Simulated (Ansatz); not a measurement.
Start from CuAu (space group P4/mmm, No. 123; a = 2.813 Å, c = 3.593 Å; relaxed with 0.1 eV smearing).

All numbers come from Kohn–Sham DFT with the PBEsol functional, run in Ansatz (a quantum-chemistry and plane-wave program) with PAW and 420 eV plane waves, scalar-relativistic without spin-orbit coupling.

Strains are applied to the cell and any free atomic positions relax.

One change was made to it. Results:

```json
[
 {"quantity": "energy relative to the base (free energy F)", "base": "0 meV/atom", "after": "+1.7 meV/atom"},
 {"quantity": "pressure (mean of the normal stresses, compression positive)", "base": "0.0 GPa", "after": "2.7 GPa"}
]
```

**Question.** Which change produced these results?
A) isotropic strain −3.00 %
B) isotropic strain −0.50 %
C) isotropic strain +3.00 %
D) isotropic strain +1.50 %
E) isotropic strain −1.50 %

**Answer.** B, isotropic strain −0.50 %. For comparison, the energy relative to the base in the other runs: isotropic strain +1.50 % gives +14 meV/atom; isotropic strain +3.00 % gives +54 meV/atom; isotropic strain −1.50 % gives +16 meV/atom; isotropic strain −3.00 % gives +70 meV/atom.

No phonon test of stability was made. All final runs are without spin polarisation.
